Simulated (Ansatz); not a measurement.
The starting structures come from a database of crystals and need not be the phases stable at ambient conditions.

By PBEsol, the system below comes out a metal.

```
Cu2ScSi2
1.0
    3.80302     0.00000     0.00000
    0.00000     3.80302     0.00000
    1.90151    -1.90151     5.01030
Sc Si Cu
1 2 2
Direct
  0.00000   0.00000   0.00000
  0.38647   0.61353   0.22706
  0.61353   0.38647   0.77294
  0.75000   0.75000   0.50000
  0.25000   0.25000   0.50000
```

Space group of this cell: I4/mmm. The cell is taken as given; by PBEsol its mean pressure is -2.1 GPa.

The current flows along the normal of the first two printed cell vectors, the (001) plane of the conventional cell. No spin-orbit coupling; the value is a mean over 0.1 eV about the Fermi level.

Q: Estimate the ballistic conductance per area that Ansatz (a first-principles code) with PBEsol returns for this system.

A: 0.39 × 10¹⁵ S/m² for both spins.
